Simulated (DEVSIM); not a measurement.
Structure: Schottky contact on n-type ZnO, at 400 K.

Layer 1 from the left is ZnO, thickness (μm) 12.0, Nd (cm⁻³) 2.9e15, τn (s) 1.7e-8, τp (s) 1.7e-8. Layer 2 from the left is ZnO, thickness (μm) 1.40, Nd (cm⁻³) 2.3e18, τn (s) 1.7e-8, τp (s) 1.7e-8.

Left contact: Schottky, work function 5.94 eV, emission velocity 6.1e6 cm/s. Right contact: ohmic. Voltage is applied to the left contact. Recombination: SRH at mid-gap, Auger. Mobility is constant in doping.

This is a model device: material constants are rounded textbook-type values typed into the input, and sizes, dopings and lifetimes were drawn at random. Values at 300 K; Nc and Nv go as T^1.5, mobilities as T to minus their exponent, the gap by Varshni's rule with the affinity fixed.

ZnO: gap (eV) 3.37, affinity (eV) 4.5, permittivity 8.7, Nc (cm⁻³) 3.7e18, Nv (cm⁻³) 1.8e19, μn (cm²/Vs) 200, μp (cm²/Vs) 20, T exponent of μn 1.5, T exponent of μp 1.5, Cn (cm⁶/s) 1e-31, Cp (cm⁶/s) 1e-31, Varshni α (eV/K) 0.00055, Varshni β (K) 900.

Simulated with DEVSIM: 1D drift-diffusion, Boltzmann statistics, complete ionisation; no tunnelling, impact ionisation, image-force lowering or self-heating. Metal contacts follow the ideal Schottky-Mott rule: no Fermi-level pinning, no interface dipoles.

Dark forward current:

```csv
|V| (V),|J| (A/cm²)
0.05,5.650e-12
0.10,2.934e-11
0.15,1.288e-10
0.20,5.464e-10
0.25,2.297e-9
0.30,9.631e-9
0.35,4.030e-8
0.40,1.683e-7
0.45,7.019e-7
0.50,2.920e-6
0.55,1.212e-5
0.60,5.013e-5
0.65,0.0002066
0.70,0.0008469
0.75,0.003447
0.80,0.01386
0.85,0.05418
0.90,0.1974
0.95,0.6110
1.00,1.470
1.05,2.775
1.10,4.405
1.15,6.249
1.20,8.237
1.25,10.32
1.30,12.48
```

Question: Work out the local ideality factor n = ΔV / (kT/q · ln(J2/J1)) between the rows 0.15 and 0.20 V, 1.25 and 1.30 V.

Answer: kT/q = 34.47 mV. From 0.15 to 0.20 V: ln(5.464e-10/1.288e-10) = 1.445, n = 1.00, near the 1 of diffusion or emission over a barrier. From 1.25 to 1.30 V: ln(12.48/10.32) = 0.190, n = 7.63; the layers' resistance at their doping, Σ W/(qμN) = 0.020 Ω cm², would take 43 mV of this step of 50 mV.

Question: Estimate the current at 0.45 V for emission alone, J0 = q v N_band exp(−φB/kT), and read the barrier back from the simulated current.

Answer: φB = 1.440 eV, N_band = 5.70e18 cm⁻³, J0 = 4.01e-12 A/cm²; J = J0 (exp(qV/kT) − 1) = 1.87e-6 A/cm². The simulation gives 7.02e-7 A/cm²; the estimate lies 170 % above. Read backwards, the simulated current gives an apparent barrier of 1.474 eV. The estimate leaves out transport through the depletion region and minority injection.
